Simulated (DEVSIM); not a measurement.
System: abrupt InP n-p junction, at 400 K.

Layer 1 from the left is InP, thickness (μm) 0.190, Nd (cm⁻³) 2.9e16, τn (s) 5e-8, τp (s) 5e-8. Layer 2 from the left is InP, thickness (μm) 3.90, Na (cm⁻³) 3.5e15, τn (s) 5e-8, τp (s) 5e-8.

Left contact: ohmic. Right contact: ohmic. Voltage is applied to the left contact. Recombination: SRH at mid-gap, radiative, Auger. Mobility is constant in doping.

This is a model device: material constants are rounded textbook-type values typed into the input, and sizes, dopings and lifetimes were drawn at random. Values at 300 K; Nc and Nv go as T^1.5, mobilities as T to minus their exponent, the gap by Varshni's rule with the affinity fixed.

InP: gap (eV) 1.344, affinity (eV) 4.38, permittivity 12.5, Nc (cm⁻³) 5.7e17, Nv (cm⁻³) 1.1e19, μn (cm²/Vs) 5200, μp (cm²/Vs) 170, T exponent of μn 2, T exponent of μp 2, B (cm³/s) 1.2e-10, Cn (cm⁶/s) 9e-31, Cp (cm⁶/s) 9e-31, Varshni α (eV/K) 0.000363, Varshni β (K) 162.

Simulated with DEVSIM: 1D drift-diffusion, Boltzmann statistics, complete ionisation; no tunnelling, impact ionisation, image-force lowering or self-heating.

Q: What does the simulation give for the potential step across the device at zero bias, the dark forward voltage at 100 A/cm²?

A: potential step across the device at zero bias 0.901 V; dark forward voltage at 100 A/cm² 0.843 V.
